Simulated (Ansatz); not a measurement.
ZnS: electrons 2.0×10^21 cm⁻³

The parent structure is ZnS in the wurtzite structure (space group P6_3mc, No. 186; a = 3.8061 Å, c = 6.2447 Å).

Now apply this change: 0.157 electrons added to each cell, a density of 2.0×10^21 cm⁻³, with a uniform compensating background at fixed cell and a 300 K Fermi–Dirac width.

Calculations: DFT with r2SCAN, PAW potentials and a 500 eV plane-wave cutoff in Ansatz (an electronic-structure program), spin-orbit coupling left out. Γ-centred 18×18×10 mesh, Fermi–Dirac width 0.0259 eV.

The gap between the host's bands decreases by 0.04 eV, from 2.78 eV to 2.74 eV and the gap character is still direct at Γ. The Fermi level relative to the doped band's edge (positive inside the band; to 0.05 eV) comes out as +1.10 eV.

Cost of the whole job for the changed cell (relaxation, final SCF and bands): roughly 5 core-minutes.

Charged cell with a jellium background: band edges are those of the host's band count, energies are not comparable with the neutral cell, and many-body gap narrowing is missing. No phonon test of stability was made.
